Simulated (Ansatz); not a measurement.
Lattice parameter a of PtIn2 (model structure, started from the C15 type, Fd-3m, No. 227, 6 atoms in the cell) at several levels of theory

No measured value is used here.

```csv
level (code),value (Å)
LDA (Ansatz),…
PBE (Ansatz),8.123
PBEsol (Ansatz),7.944
```

**Question.** Some entries are withheld; supply them.

**Answer.** 
- LDA (Ansatz, an electronic-structure program), value (Å): 7.855

Density-functional levels without +SOC have no spin–orbit coupling. Ansatz's density-functional and Hartree–Fock values are scalar-relativistic unless marked +SOC, with PAW data made under PBE.

A model structure was made by putting elements into a prototype or built by hand; it is no filed structure, need not be a known phase, and can be a saddle point held by its symmetry.
